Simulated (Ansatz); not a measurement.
# Zr: response to strain

Consider Zr in the hcp (Mg type) structure (space group P6_3/mmc, No. 194; a = 3.182 Å, c = 5.124 Å; relaxed with 0.1 eV smearing). Axes: x lies along a and z along c of the hexagonal cell.

Strains are applied to the cell and any free atomic positions relax.

Method: PBEsol/PAW in Ansatz (an electronic-structure program), no spin-orbit coupling.

Notes on the quantities. energy relative to the base: free energy F; pressure: mean of the normal stresses, compression positive.

| change | energy relative to the base | pressure | shortest interatomic distance |
|---|---|---|---|
| base | 0 meV/atom | 0.0 GPa | 3.153 Å |
| uniaxial strain ε_zz = −3.00 % | +11 meV/atom | 3.4 GPa | 3.090 Å |
| uniaxial strain ε_zz = −2.50 % | +7.9 meV/atom | 2.8 GPa | 3.101 Å |
| uniaxial strain ε_zz = −2.00 % | +5.0 meV/atom | 2.2 GPa | 3.111 Å |
| uniaxial strain ε_zz = −1.00 % | +1.2 meV/atom | 1.1 GPa | 3.132 Å |
| uniaxial strain ε_zz = +0.50 % | +0.3 meV/atom | -0.5 GPa | 3.163 Å |
| uniaxial strain ε_zz = +1.00 % | +1.2 meV/atom | -1.0 GPa | 3.173 Å |
| uniaxial strain ε_zz = +1.50 % | +2.6 meV/atom | -1.5 GPa | 3.182 Å |
| uniaxial strain ε_zz = +2.00 % | +4.6 meV/atom | -2.0 GPa | 3.182 Å |
| uniaxial strain ε_zz = +3.00 % | +10 meV/atom | -2.9 GPa | 3.182 Å |

Stability against distortions was not tested. The final runs are not spin-polarised.
